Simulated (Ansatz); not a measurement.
Take Mg₂Ge in the anti-fluorite structure (space group Fm-3m, No. 225) as the base.

```
CELL_PARAMETERS angstrom
      0.00000     3.18199     3.18199
      3.18199     0.00000     3.18199
      3.18199     3.18199     0.00000
ATOMIC_POSITIONS crystal
  Ge 0.00000 0.00000 0.00000
  Mg 0.25000 0.25000 0.25000
  Mg 0.75000 0.75000 0.75000
```

Cartesian axes are those of the cell as printed.

Computed with PBEsol/PAW in Ansatz (a first-principles code), spin-orbit coupling left out, earlier PAW set.

Base values:

The valence-band top at Γ is 0.00, 0.00, 0.00 eV.

Perturbation: uniaxial stress, 1 GPa tension along z, with the cell and atoms free to relax against it.

Question: How does this affect the valence-band top at Γ, strain response and energy relative to the base?

Answer: The valence-band top at Γ (three highest levels, from the VBM) becomes 0.00, 0.00, -0.05 eV (base: 0.00, 0.00, 0.00 eV); the strain response (xx, yy, zz) amounts to (−0.16, −0.16, +0.97) %; the energy increases by 0.6 meV/atom.

The levels and masses belong to the bands next to the band gap. Beyond what the load breaks, stability against distortions was not tested.
